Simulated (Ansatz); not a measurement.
Here is the system:

```
CELL_PARAMETERS angstrom
      3.01258     0.00000     0.00000
      1.50629     2.60897     0.00000
      0.00000     0.00000    10.04527
ATOMIC_POSITIONS crystal
  Si 0.00000 0.00000 0.49976
  Si 0.00000 0.00000 0.99976
  Si 0.33333 0.33333 0.24974
  Si 0.66667 0.66667 0.74974
  C  0.00000 0.00000 0.31335
  C  0.00000 0.00000 0.81335
  C  0.33333 0.33333 0.06278
  C  0.66667 0.66667 0.56278
```

No spin polarisation.

Computed with LDA (Ansatz, a quantum-chemistry and plane-wave program, PAW, no SOC). Settings: 12×12×4 k-points, 0.05 eV Fermi–Dirac smearing.

Question: Predict the gap character, band gap, valence-band top at Γ and space group.

Answer: 
- Gap character: indirect, Γ → M
- Band gap: 2.06 eV
- Valence-band top at Γ (three highest levels, from the VBM): 0.00, 0.00, -0.26 eV
- Space group: P6_3mc (No. 186)

The cells carry an imposed strain or load. Whether these cells are dynamically stable was not tested. The cell was made from SiC (space group P6_3mc, No. 186) by this change: biaxial strain −1.50 %, plane normal [001], relaxed out of plane.
